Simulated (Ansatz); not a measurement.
Band structure of ZrGe (Pnma, 8 atoms in the cell).

```
CELL_PARAMETERS angstrom
      8.17950     0.00000     0.00000
      0.00000     4.38538     0.00000
      0.00000     0.00000     6.03287
ATOMIC_POSITIONS crystal
  Zr 0.18000 0.25000 0.12500
  Zr 0.32000 0.75000 0.62500
  Zr 0.82000 0.75000 0.87500
  Zr 0.68000 0.25000 0.37500
  Ge 0.03600 0.25000 0.61000
  Ge 0.46400 0.75000 0.11000
  Ge 0.96400 0.75000 0.39000
  Ge 0.53600 0.25000 0.89000
```

Computed with LDA (PW92), default PAW files made with PBE (plane waves; Ansatz, a program for electronic structure).

Settings: basis.ecutwfc = 420 eV; kpoints.mp_grid.grid = 2 4 3; hamiltonian.xc = lda; hamiltonian.pseudopotentials = {kind: paw} (the program's default PAW files); scf.occupations.method = gaussian; scf.occupations.width = 0.05 eV; kpoints.band_path.npoints = 10.

The starting cell was generated: these elements placed on a structure prototype, without a prior relaxation; it need not be a known phase or ordering of this composition. Its lattice was rescaled by a random factor within 2.5 % of one.

Levels in eV from the Fermi level, bands 49 to 56:
| point | 49 | 50 | 51 | 52 | 53 | 54 | 55 | 56 |
|---|---|---|---|---|---|---|---|---|
| Γ | -0.65 | -0.35 | -0.21 | -0.11 | -0.06 | 0.19 | 0.45 | 0.47 |
| X | -1.05 | -1.05 | -0.81 | -0.81 | 1.21 | 1.21 | 1.22 | 1.22 |
| S | -0.41 | -0.41 | -0.20 | -0.20 | 0.14 | 0.14 | 0.36 | 0.36 |
| Y | -0.98 | -0.98 | -0.26 | -0.26 | 0.05 | 0.05 | 0.56 | 0.56 |
| Z | -0.73 | -0.73 | -0.32 | -0.32 | -0.04 | -0.04 | 0.49 | 0.49 |
| U | -0.96 | -0.96 | -0.96 | -0.96 | 1.30 | 1.30 | 1.30 | 1.30 |
| R | -0.80 | -0.80 | -0.80 | -0.80 | 1.00 | 1.00 | 1.00 | 1.00 |
| T | -1.24 | -1.24 | -0.24 | -0.24 | 0.05 | 0.05 | 0.70 | 0.70 |

Bands cross the Fermi level along this path, so the cell is metallic at this level.

Keys are those of Ansatz 0.2.
